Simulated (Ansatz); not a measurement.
Start from Os in the hcp (Mg type) structure (space group P6_3/mmc, No. 194; a = 2.729 Å, c = 4.309 Å; relaxed with 0.1 eV smearing). Axes: x lies along a and z along c of the hexagonal cell.

Level of theory: PBEsol (Ansatz, a first-principles code, PAW, no spin-orbit coupling).

Strains are applied to the cell and any free atomic positions relax.

One change was made to it. Results:

| quantity | base | after |
|---|---|---|
| energy relative to the base (free energy F) | 0 meV/atom | +13 meV/atom |
| shortest interatomic distance | 2.669 Å | 2.672 Å |

Q: Which of these changes matches the shifts?
A) uniaxial strain ε_xx = +1.00 %
B) uniaxial strain ε_xx = +1.50 %
C) uniaxial strain ε_xx = +2.00 %
D) uniaxial strain ε_xx = −1.50 %
E) uniaxial strain ε_xx = +0.50 %

A: C, uniaxial strain ε_xx = +2.00 %. For comparison, the energy relative to the base in the other runs: uniaxial strain ε_xx = +1.00 % gives +3.3 meV/atom; uniaxial strain ε_xx = +0.50 % gives +0.8 meV/atom; uniaxial strain ε_xx = −1.50 % gives +8.1 meV/atom; uniaxial strain ε_xx = +1.50 % gives +7.3 meV/atom.

Whether these cells are dynamically stable was not tested. The final runs are not spin-polarised.
